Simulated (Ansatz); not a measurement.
Take Ga in the diamond structure (space group Fd-3m, No. 227; a = 5.758 Å; a hypothetical phase, not in the database extracts checked) as the base. Axes: x, y, z lie along the cube axes.

Calculations: Ansatz (a quantum-chemistry and plane-wave program), PBEsol, PAW, cutoff 420 eV, without spin-orbit coupling.

Free-standing slabs (2 atom(s) a layer) normal to [110] with 15 Å of vacuum; in-plane cell held at bulk.

One change was made to it. Results:

The excess energy per area of both faces (slab less bulk energy over the cell's area: twice a surface energy) is 1.22 J/m²; the shortest interatomic distance drops by 0.122 Å (2.493 Å → 2.371 Å); the band gap stays zero.

Q: Name the change that was made.
A) 3 layers
B) 2 layers
C) 7 layers

A: B, 2 layers. For comparison, the shortest interatomic distance in the other runs: 3 layers gives 2.340 Å; 7 layers gives 2.429 Å.

The excess energy carries the mismatch between the slab's and the bulk's meshes. No phonon test of stability was made.
